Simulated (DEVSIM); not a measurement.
Structure: Ni/SiO2/p-Si capacitor, at 400 K.

```
layer (left to right)  material  thickness (nm)  Na (cm⁻³)
---------------------  --------  --------------  ---------
1                          SiO2            55.0          -
2                            Si             700     6.8e17
```

Metal gate on the left, work function 5.1 eV. Fixed charge at the semiconductor interface 0 cm⁻² (in units of +e); no interface traps.

Constants are typed, rounded textbook-type inputs, not results; the design itself was drawn at random and stands for no fabricated device. Values at 300 K; Nc and Nv go as T^1.5, mobilities as T to minus their exponent, the gap by Varshni's rule with the affinity fixed.

```csv
parameter,SiO2,Si
gap (eV),9,1.124
affinity (eV),0.9,4.05
permittivity,3.9,11.7
Nc (cm⁻³),-,2.86e19
Nv (cm⁻³),-,3.1e19
Varshni α (eV/K),-,0.000473
Varshni β (K),-,636
```

DEVSIM, 1D Poisson equation in equilibrium, Boltzmann statistics, complete ionisation; no quantum confinement or tunnelling. Metal contacts follow the ideal Schottky-Mott rule: no Fermi-level pinning, no interface dipoles.

Q: Give the band bending (positive: bands bend down) and minority sheet density.

A: 
```csv
Vg (V),ψs (V),minority carriers (cm⁻²)
-8,-0.124,< 1e8
-6.5,-0.111,< 1e8
-5,-0.096,< 1e8
-3.5,-0.078,< 1e8
-2,-0.053,< 1e8
-0.5,-0.018,< 1e8
1,0.035,< 1e8
2.5,0.124,< 1e8
4,0.265,< 1e8
5.5,0.460,< 1e8
7,0.703,3.3e9
8.5,0.860,2.7e11
10,0.901,7.8e11
11.5,0.923,1.3e12
13,0.938,1.9e12
14.5,0.949,2.5e12
```
